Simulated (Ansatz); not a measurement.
Structure of amorphous Al20O24F12 (periodic cell):

```
CELL_PARAMETERS angstrom
      8.53672     0.00000     0.00000
      0.00000     8.53672     0.00000
      0.00000     0.00000     8.53672
ATOMIC_POSITIONS crystal
  Al 0.08436 0.29141 0.47960
  Al 0.91128 0.99544 0.32437
  Al 0.53806 0.00585 0.25943
  Al 0.46451 0.18639 0.57310
  Al 0.74569 0.31284 0.34745
  Al 0.28008 0.52461 0.04684
  Al 0.76765 0.98633 0.97048
  Al 0.86430 0.17179 0.66978
  Al 0.40769 0.98449 0.88994
  Al 0.35490 0.83404 0.51712
  Al 0.81785 0.66341 0.84411
  Al 0.95827 0.83728 0.65665
  Al 0.19652 0.14486 0.14676
  Al 0.08640 0.82774 0.02244
  Al 0.93031 0.58021 0.22164
  Al 0.22506 0.29718 0.81218
  Al 0.80429 0.34279 0.99334
  Al 0.42872 0.64215 0.77126
  Al 0.57675 0.62532 0.13815
  Al 0.41040 0.46715 0.42373
  O  0.89681 0.99744 0.54369
  O  0.87506 0.30527 0.50547
  O  0.76841 0.86551 0.80431
  O  0.83456 0.16830 0.89073
  O  0.72733 0.10255 0.28516
  O  0.19556 0.31253 0.02701
  O  0.23169 0.98141 0.01547
  O  0.41039 0.51246 0.22280
  O  0.46787 0.00687 0.46620
  O  0.92991 0.94632 0.10574
  O  0.43637 0.67513 0.98908
  O  0.41223 0.63174 0.54789
  O  0.28880 0.49367 0.82417
  O  0.56442 0.32902 0.44705
  O  0.08070 0.13423 0.31917
  O  0.39620 0.84767 0.73628
  O  0.03098 0.76183 0.83828
  O  0.56565 0.99501 0.03304
  O  0.07142 0.22730 0.69265
  O  0.77705 0.64059 0.05638
  O  0.29046 0.31680 0.50892
  O  0.87845 0.36833 0.18134
  O  0.10699 0.63701 0.10971
  O  0.38098 0.16174 0.77402
  F  0.87124 0.65423 0.62222
  F  0.71958 0.54653 0.32419
  F  0.89551 0.46142 0.85105
  F  0.59532 0.80086 0.26211
  F  0.07083 0.48812 0.37622
  F  0.60743 0.37598 0.02159
  F  0.63035 0.57663 0.77246
  F  0.30336 0.83462 0.31203
  F  0.92536 0.77107 0.33531
  F  0.14713 0.83601 0.56063
  F  0.65356 0.15967 0.66982
  F  0.39190 0.15675 0.21732
```

Methods: PBE, scalar-relativistic without spin-orbit coupling (Ansatz, a quantum-chemistry and plane-wave program); r2SCAN, scalar-relativistic without spin-orbit coupling (Ansatz); HSE06, scalar-relativistic without spin-orbit coupling (Ansatz). Neutral PBE cell, which sets geometry, pressure and energy: sampling: a 2×2×2 Γ-centred mesh; Fermi-Dirac width 0.02 eV; no spin polarisation. Exact exchange is cut at the faces of this 9 Å cell, which leaves hybrid gaps a finite-size error.

A CHGNet melt-quench gave the starting glass, which DFT then relaxed. O and F atoms were pushed apart under 1.9 Å during the dynamics, to hinder bonds among them. The hot cell started wider than the set density and was brought back towards it in steps. It is the lowest in DFT energy of 2 quenches. It is a model cell: composition and starting density were chosen by hand, and all elements were melted together. No dispersion term was used. Its density started from a set value of 2.99 and ended at 3.07 g/cm³. The quench (nominally 280 K/ps over its main leg) was far faster than any real one, so the model tends to hold more defects than a real film. One small periodic cell is one sample of the glass; other quenches scatter about these values. The volume was free in the relaxation, at fixed shape.

Question: Give the pressure and the spacing of the highest filled and lowest empty levels.

Answer: 
- Pressure on a 2×2×2 Γ-centred mesh = -0.04 GPa
- Largest force and stress component on that mesh (the relaxation ran on one k-point at (1/4, 1/4, 1/4)) = 0.01 eV/Å and 2.1 GPa
- Level gap on a 2×2×2 Γ-centred mesh (PBE) = 3.88 eV
- Level gap at the zone centre (PBE) = 3.87 eV
- Level gap at the zone centre (r2SCAN) = 4.56 eV
- Level gap at the zone centre (HSE06) = 5.67 eV
- Distance between the nearest levels spread over more than a fifth of the atoms or a third of the atoms of their main element (six at least) (PBE, zone centre) = 4.56 eV

Question: At PBE and the zone centre, how localised are the states just below and above the Fermi level (participation number: the atoms over which a state spreads)?

Answer: The highest filled state is spread over 2.9 atoms' worth, largest on O23, with weights by element (charge in smoothed Voronoi cells) O 0.94, Al 0.04, F 0.01. The lowest empty state is spread over 52.3 atoms' worth, largest on Al13, with weights by element (charge in smoothed Voronoi cells) O 0.43, Al 0.37, F 0.20.

At PBE the levels at the filled edge of the gap are localised (band-tail or defect states), and the nearest spread-out levels lie 4.6 eV apart at the zone centre.

Neighbours within Al-Al 2.66 Å, Al-O 2.20 Å, Al-F 2.22 Å, O-O 1.58 Å, O-F 1.48 Å, F-F 1.37 Å count as bonded. Two cations that share two anions don't count as bonded, nor two that share one unless they lie closer than Al-Al 2.59 Å.
